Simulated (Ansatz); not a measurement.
**SnO2: band gap against strain**

SnO2 (rutile, P4_2/mnm, 12.176 Å³/atom at rest, c along z) under a strain ε along a (axis x), the other axes held. PBEsol in Ansatz, a plane-wave DFT program (PAW, default set), 420 eV, 7×7×10 Γ-centred mesh, Fermi-Dirac smearing 0.05 eV; ions are relaxed within the symmetry of each cell. Gaps are the smallest over the k-mesh and a band path, without spin-orbit coupling; in all rows the valence edge lies at Γ and the conduction edge at Γ.

Here s stands for strain and Eg for gap.

| strain (%) | gap (eV) |
|---|---|
| -3.00 | ? |
| -1.80 | 1.101 |
| -1.20 | 1.035 |
| -0.60 | 0.975 |
| 0.00 | 0.919 |

**Question.** Fit Eg against s with a straight line, and predict the withheld value at s = -3.00.

**Answer.** Means: s -0.90000, Eg 1.0075. About the means, the sum of products is -0.18180 and the sum of squares of s is 1.8000; the slope is their ratio. Least squares gives Eg = 0.9166 - 0.10100·s. Residuals (row less fit): 0.0026, -0.0028, -0.0022, 0.0024; standard error 0.0035 (degrees of freedom: 2). Over these rows the gap moves by -10 ± 0.3 eV per unit strain. At the withheld row, Eg = 0.9166 - 0.10100 × (-3.0) = 1.2196 eV. The calculation gives 1.249 eV, 0.0294 eV above the prediction (8.9 % of the range of Eg in the table). The row lies outside the fitted rows, so this is an extrapolation. From the scatter of the fitted rows alone, a prediction at this place has a standard error of 0.0068 eV, so the miss is 4.3 times that.

One order more, fitted to all 6 runs of the series, follows each within 0.001, so the miss is the next term of a smooth law. Spin-orbit coupling is left out, which can shift this property for SnO2. Rows are the converged runs of the series near zero and its far end; series whose fitted rows scatter by over a few per cent of the range, as at a crossing or softening among them, aren't shown in this form. Most that stay on the fit to the last digits aren't either.
